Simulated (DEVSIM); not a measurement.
Device: Schottky contact on p-type InP, at 300 K.

```
layer (left to right)  material  thickness (μm)  Na (cm⁻³)  τn (s)  τp (s)
---------------------  --------  --------------  ---------  ------  ------
1                           InP            7.20     7.6e15  4.2e-9  4.2e-9
2                           InP            15.0     2.5e18  4.2e-9  4.2e-9
```

Left contact: Schottky, work function 5.114 eV, emission velocity 8.5e6 cm/s. Right contact: ohmic. Voltage is applied to the left contact. Recombination: SRH at mid-gap, radiative, Auger. Mobility is μmin + (μ − μmin)/(1 + (N/Nref)^α).

Constants are typed, rounded textbook-type inputs, not results; the design itself was drawn at random and stands for no fabricated device. Values at 300 K.

```csv
parameter,InP
gap (eV),1.344
affinity (eV),4.38
permittivity,12.5
Nc (cm⁻³),5.7e17
Nv (cm⁻³),1.1e19
μn (cm²/Vs),5200
μp (cm²/Vs),170
"μn,min",400
"μp,min",10
"Nref,n",3e17
"Nref,p",4.9e17
αn,0.47
αp,0.62
B (cm³/s),1.2e-10
Cn (cm⁶/s),9e-31
Cp (cm⁶/s),9e-31
```

DEVSIM, 1D drift-diffusion, Boltzmann statistics, complete ionisation; no tunnelling, impact ionisation, image-force lowering or self-heating. Metal contacts follow the ideal Schottky-Mott rule: no Fermi-level pinning, no interface dipoles.

Task: Tabulate band edges, carrier densities and field at -1.15 V on the left contact.

Result: Energies count from the Fermi level of the right contact; mesh points crowd at the junctions.

```
x (μm)   Ec (eV)  Ev (eV)  n (cm⁻³)  p (cm⁻³)  field (V/cm)
-------  -------  -------  --------  --------  ------------
0.000      1.884    0.540    240000    1.5e14          7300
0.03724    1.904    0.560    100000    2.0e15          3800
0.1319     1.916    0.572     51000    6.5e15          -330
0.3723     1.893    0.549     46000    7.6e15         -1100
1.369      1.786    0.443     45000    7.6e15         -1100
3.516      1.557    0.213     45000    7.6e15         -1100
5.739      1.319   -0.025    150000    7.6e15         -1100
6.801      1.205   -0.139   9000000    7.6e15         -1100
7.058      1.182   -0.162     2.2e7    8.8e15          -210
7.161      1.204   -0.140   9300000    2.7e16          8000
7.199      1.293   -0.051    300000    8.6e17         78000
7.258      1.320   -0.024    100000    2.5e18           ≈ 0
7.384      1.320   -0.024     97000    2.5e18           ≈ 0
7.706      1.320   -0.024     87000    2.5e18           ≈ 0
9.049      1.319   -0.025     55000    2.5e18           ≈ 0
11.95      1.316   -0.028     21000    2.5e18           ≈ 0
17.41      1.310   -0.034      3300    2.5e18           ≈ 0
20.34      1.308   -0.036       940    2.5e18           ≈ 0
21.69      1.306   -0.038       250    2.5e18           ≈ 0
22.01      1.306   -0.038     < 1e2    2.5e18           ≈ 0
22.14      1.306   -0.038     < 1e2    2.5e18           ≈ 0
22.20      1.306   -0.038     < 1e2    2.5e18           ≈ 0
```
